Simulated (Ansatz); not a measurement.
Input:

```yaml
crystal:
  lattice:
    - [0.00000, 4.30816, 4.30816]
    - [4.30816, 0.00000, 4.30816]
    - [4.30816, 4.30816, 0.00000]
  atoms:
    - { symbol: Ca, position: [0.50000, 0.50000, 0.50000] }
    - { symbol: Zr, position: [0.00000, 0.00000, 0.00000] }
    - { symbol: F, position: [0.76551, 0.23449, 0.23449] }
    - { symbol: F, position: [0.23449, 0.76551, 0.76551] }
    - { symbol: F, position: [0.23449, 0.76551, 0.23449] }
    - { symbol: F, position: [0.76551, 0.23449, 0.76551] }
    - { symbol: F, position: [0.23449, 0.23449, 0.76551] }
    - { symbol: F, position: [0.76551, 0.76551, 0.23449] }
```

No spin polarisation.

All numbers come from PBEsol (Ansatz, a quantum-chemistry and plane-wave program; PAW; 420 eV plane waves; without spin-orbit coupling). k-mesh 7×7×7 (Γ-centred); smearing 0.05 eV (Fermi–Dirac).

Estimate the width of the top valence band.

0.15 eV.

What band gap does the calculation give?

6.92 eV.

Estimate the gap character.

Direct at Γ.

Load acts through the strain it causes; cell and atoms are relaxed under it. Stability against distortions was not tested. The cell was made from CaZrF$_{6}$ (space group Fm-3m, No. 225; a cell from a computed database, its experimental status unchecked) by this change: pressure −2 GPa.
